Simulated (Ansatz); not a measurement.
The starting structures come from a database of crystals and need not be the phases stable at ambient conditions.

Tunnelling through a barrier is set by its complex band structure: the current falls as exp(−2κd) with the smallest κ.

Data:

```
CELL_PARAMETERS angstrom
      7.61485     0.00000     0.00000
      0.00000     7.68546     0.00000
      0.00000     3.84273     2.21860
ATOMIC_POSITIONS crystal
  Ba 0.00000 0.00000 0.00000
  Cd 0.63031 0.33333 0.00000
  Cd 0.36969 0.66667 0.00000
  P  0.26843 0.33333 0.00000
  P  0.73157 0.66667 0.00000
```

The cell is taken as given.

Transport runs along the normal of the first two printed cell vectors, the (110) plane of the conventional cell.

No gap correction and no spin-orbit coupling; mid-gap is the computed energy nearest the middle.

### Question
State the band gap and the smallest decay constant κ at mid-gap according to r2SCAN (Ansatz, a first-principles code).

### Answer
Gap 1.09 eV on a 4×14×14 mesh; κ = 0.086 1/Å, at the zone centre.
